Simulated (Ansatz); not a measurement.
Start from SrTiO3 in the cubic perovskite structure (space group Pm-3m, No. 221).

```
SrTiO3
1.0
    3.93642     0.00000     0.00000
    0.00000     3.93642     0.00000
    0.00000     0.00000     3.93642
Sr Ti O
1 1 3
Direct
  0.00000   0.00000   0.00000
  0.50000   0.50000   0.50000
  0.50000   0.00000   0.50000
  0.00000   0.50000   0.50000
  0.50000   0.50000   0.00000
```

Calculations: Ansatz (a first-principles code), PBE, PAW, cutoff 420 eV, no spin-orbit coupling.

Base values:

The pressure is 0.01 GPa.

Modification: an isotropic linear strain of −0.60 %; the atoms relax in the strained cell.

Question: What happens to the energy relative to the base and pressure?

Answer: The energy increases by 2.2 meV/atom; the pressure goes up by 3.20 GPa (0.01 GPa → 3.21 GPa).

No phonon test of stability was made. The final runs are not spin-polarised. Many cubic perovskites are stable only at high temperature; tilts and polar distortions were not tested.
